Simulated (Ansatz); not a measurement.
**CuI, response to strain**

The parent structure is CuI in the zinc blende structure (space group F-43m, No. 216; a = 6.023 Å). Axes: x, y, z lie along the cube axes.

Strains are applied to the cell and any free atomic positions relax; under biaxial strain the out-of-plane vector relaxes too.

All numbers come from plane-wave PAW DFT at the r2SCAN level (Ansatz, a first-principles code, 500 eV), no spin-orbit coupling.

Notes on the quantities. energy relative to the base: free energy F.

```tsv
biaxial strain, plane normal [111], relaxed out of plane (%)	energy relative to the base (meV/atom)
-2.5	8.8
-2.08	?
-1.67	3.9
-1.25	2.2
-0.83	1.0
-0.42	0.2
0	0.0
```

Problem. Fit ΔE = Aε² + Bε³ (ε in %) to the rows shown and predict the withheld row.

Solution. Least squares on the printed values gives A = 1.40 and B = -0.0038 meV/atom (largest residual 0.0 meV/atom); this predicts 6.1 meV/atom, and the run gives 6.1 meV/atom, in agreement.

Stability against distortions was not tested. The final runs are not spin-polarised.
